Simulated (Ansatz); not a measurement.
Start from BeS in the zinc blende structure (space group F-43m, No. 216; a = 4.796 Å).

Level of theory: LDA (Ansatz, a quantum-chemistry and plane-wave program, PAW, without spin-orbit coupling).

One change was made to it. Results:

| quantity | base | after |
|---|---|---|
| band gap | 2.82 eV | 2.27 eV |
| electron mass | 0.80 mₑ along k, 0.28 mₑ across (at X) | 0.75 mₑ along k, 0.25 mₑ across (at X) |
| gap character | indirect, Γ → X | indirect, Γ → X |
| smallest direct gap | 5.49 eV | 5.29 eV |

**Question.** Name the change that was made.
A) pressure 30 GPa
B) pressure 2.1 GPa
C) pressure 4.5 GPa

**Answer.** A, pressure 30 GPa. For comparison, the band gap in the other runs: pressure 2.1 GPa gives 2.78 eV; pressure 4.5 GPa gives 2.73 eV.

Load acts through the strain it causes; cell and atoms are relaxed under it. Effective masses come from finite differences of ±0.01 Å⁻¹. Along k means along the line from Γ to the band edge. No phonon test of stability was made. Competing high-pressure phases were not computed.
